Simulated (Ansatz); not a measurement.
ZrSi in the rock salt structure (space group Fm-3m, No. 225; a hypothetical phase, not in the database extracts checked)

```yaml
crystal:
  lattice:
    - [0.00000, 2.69822, 2.69822]
    - [2.69822, 0.00000, 2.69822]
    - [2.69822, 2.69822, 0.00000]
  atoms:
    - { symbol: Si, position: [0.00000, 0.00000, 0.00000] }
    - { symbol: Zr, position: [0.50000, 0.50000, 0.50000] }
```

Method: Kohn–Sham DFT with the PBE functional, run in Ansatz (a quantum-chemistry and plane-wave program) with PAW and 420 eV plane waves, without spin-orbit coupling. k-mesh 15×15×15 (Γ-centred); smearing 0.05 eV (Fermi–Dirac).

Volume per atom: 19.64 Å³
Density: 5.04 g/cm³
Band gap: zero
Total energy: -2410.527 eV/atom (σ→0; compares only within this code and set-up)

Whether these cells are dynamically stable was not tested. All final runs are without spin polarisation.
